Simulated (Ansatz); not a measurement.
## LiSiN (model structure, started from the NaSnP type, P6₃mc, No. 186, 6 atoms in the cell)

These are r²SCAN in Ansatz (plane waves, PAW) values and carry that method's errors.

Settings: plane-wave cutoff 560 eV, 12×12×4 k mesh (along the axes of the cell as run), Fermi–Dirac smearing 0.01 eV, scalar-relativistic PAW data made under PBE.

Cell (relaxed with PBEsol):

Space group P6₃mc (No. 186); a = b = 2.816 Å, c = 9.228 Å, α = β = 90.00°, γ = 120.00°

```
atom  site  symmetry       x       y       z
----  ----  --------  ------  ------  ------
Li      2b       3m.  0.3333  0.6667  0.2699
Si      2a       3m.  0.0000  0.0000  0.0146
N       2b       3m.  0.6667  0.3333  0.1063
```

For LiSiN (model structure, started from the NaSnP type, P6₃mc, No. 186, 6 atoms in the cell), the band gap is 1.29 eV (indirect), the smallest direct gap on the k points sampled comes out as 1.45 eV and the direct gap at Γ comes out as 5.78 eV.

Note: the relaxation could raise the start's symmetry but not lower it, so the cell can be a saddle point; cell and atoms aren't relaxed at this level (largest force component 0.29 eV/Å).

A model structure was made by putting elements into a prototype or built by hand; it is no filed structure, need not be a known phase, and can be a saddle point held by its symmetry.

Ansatz is an electronic-structure program.
